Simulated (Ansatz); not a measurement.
The reference is MgSe in the rock salt structure (space group Fm-3m, No. 225; a = 5.391 Å). Axes: x, y, z lie along the cube axes.

Modification: tensile biaxial strain of 1.50 % in the plane normal to [001], as in epitaxy on a mismatched substrate; the out-of-plane cell vector and the atoms relax.

Method: Ansatz (a program for electronic structure) LDA, no spin-orbit coupling.

Task: Give the band edges at the high-symmetry points of the new zone, measured from its valence-band maximum.

Result: 
```csv
point,valence edge (eV),conduction edge (eV)
Γ,0.00,2.41
X,-1.72,1.68
P,-2.76,4.58
N,-0.60,3.68
M,-1.92,1.58
S,-1.60,2.74
S₀,-1.60,2.74
R,-2.60,4.31
G,-2.60,4.31
```

The gap is 1.58 eV, indirect, Γ → M.

No phonon test of stability was made. Labels are those of the standard path for the cell's own space group.
